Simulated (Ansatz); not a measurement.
## Effect of pressure −1 GPa on MgF2

Base system: MgF2 in the rutile structure (space group P4_2/mnm, No. 136; a = 4.626 Å, c = 3.049 Å).

Now apply this change: hydrostatic tension (pressure −1 GPa).

Method: r2SCAN/PAW in Ansatz (a first-principles code), without spin-orbit coupling, earlier PAW set. Settings: 7×7×11 k-points, 0.05 eV Fermi–Dirac smearing.

```json
[
 {"quantity": "density", "base": "3.17 g/cm³", "changed": "3.14 g/cm³", "shift": "-0.03 g/cm³"},
 {"quantity": "lattice parameter a", "base": "4.626 Å", "changed": "4.642 Å", "shift": "+0.016 Å"},
 {"quantity": "c/a ratio", "base": "0.659", "changed": "0.659", "shift": "-0.0005"},
 {"quantity": "shortest interatomic distance", "base": "1.982 Å", "changed": "1.990 Å", "shift": "+0.008 Å"},
 {"quantity": "enthalpy H = E + PV relative to the base's energy", "base": "–", "changed": "-0.07 eV/atom", "shift": "–"},
 {"quantity": "band gap", "base": "8.06 eV", "changed": "7.99 eV", "shift": "-0.07 eV"},
 {"quantity": "gap character", "base": "direct at Γ", "changed": "direct at Γ", "shift": "–"},
 {"quantity": "width of the top valence band", "base": "0.86 eV", "changed": "0.85 eV", "shift": "-0.01 eV"},
 {"quantity": "valence-band top at Γ (three highest levels, from the VBM)", "base": "0.00, -0.32, -0.32 eV", "changed": "0.00, -0.32, -0.32 eV", "shift": "–"}
]
```

Cost of the whole job for the changed cell (relaxation, final SCF and bands): roughly 80 core-seconds.

Load acts through the strain it causes; cell and atoms are relaxed under it. Whether these cells are dynamically stable was not tested.
